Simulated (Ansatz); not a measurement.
Response to strain in ZnO

The reference is ZnO in the wurtzite structure (space group P6_3mc, No. 186; a = 3.2300 Å, c = 5.2144 Å). Axes: x lies along a and z along c of the hexagonal cell.

Strains are applied to the cell and any free atomic positions relax; under biaxial strain the out-of-plane vector relaxes too.

Level of theory: Kohn–Sham DFT with the PBEsol functional, run in Ansatz (a first-principles code) with PAW and 420 eV plane waves, no spin-orbit coupling.

Notes on the quantities. in-plane stress: mean in-plane stress (compression positive).

| case | in-plane stress | ratio −ε⊥/ε∥ | band gap |
|---|---|---|---|
| base | – | – | 0.70 eV |
| biaxial strain −3.00 %, plane normal [001], relaxed out of plane | +6.7 GPa | 0.98 | 0.65 eV |
| biaxial strain −2.40 %, plane normal [001], relaxed out of plane | +5.3 GPa | 0.98 | 0.66 eV |
| biaxial strain −1.80 %, plane normal [001], relaxed out of plane | +4.0 GPa | 0.99 | 0.68 eV |
| biaxial strain −1.20 %, plane normal [001], relaxed out of plane | +2.6 GPa | 1.00 | 0.69 eV |
| biaxial strain −0.60 %, plane normal [001], relaxed out of plane | +1.3 GPa | – | 0.70 eV |

Stability against distortions was not tested.
